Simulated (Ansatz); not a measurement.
Base system: Ta in the bcc (W type) structure (space group Im-3m, No. 229; a = 3.306 Å; relaxed with 0.1 eV smearing). Axes: x, y, z lie along the cube axes.

Method: DFT with r2SCAN, PAW potentials and a 500 eV plane-wave cutoff in Ansatz (a quantum-chemistry and plane-wave program), no SOC.

It is then changed as follows: every lattice vector is shortened by 1.50 %, atoms relaxed at fixed cell.

Task: Predict the stress tensor and what it implies for the stiffness.

Result: Stress of the strained cell less that of the base (GPa, compression positive):
```
    9.9     0.0     0.0
    0.0     9.9     0.0
    0.0     0.0     9.9
```

Then B = −ΔP/(ΔV/V₀) with ΔV/V₀ = -0.0443 gives secant stiffness values (nonlinear terms included at this strain): B ≈ 224 GPa.

As a check, the harmonic strain energy −½ V₀ Δσ:ε is 25 meV/atom; the computed energy rise is 24 meV/atom.

No phonon test of stability was made. The final runs are not spin-polarised.
